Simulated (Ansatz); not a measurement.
Data:

```
MgTe
1.0
    0.00000     3.18405     3.08853
    3.18405     0.00000     3.08853
    3.18405     3.18405     0.00000
Mg Te
1 1
Direct
  0.00000   0.00000   0.00000
  0.25000   0.25000   0.25000
```

No spin polarisation.

The values are results of LDA (Ansatz, a program for electronic structure), no spin-orbit coupling, not measurements. Γ-centred 9×9×9 mesh, Fermi–Dirac width 0.05 eV.

Problem. Predict the valence-band top at Γ, band gap and stress.

Solution. The valence-band top at Γ (three highest levels, from the VBM) is 0.00, -0.08, -0.08 eV and the band gap comes out as 2.46 eV. The stress (xx, yy, zz, yz, xz, xy; compression positive) comes out as (1.13, 1.13, 1.49, 0.00, 0.00, 0.00) GPa.

Spin-orbit coupling, missing from the scalar runs, can matter with Te. The cells carry an imposed strain or load. No phonon test of stability was made. The cell was made from MgTe in the zinc blende structure (space group F-43m, No. 216) by this change: uniaxial strain ε_zz = −3.00 %.
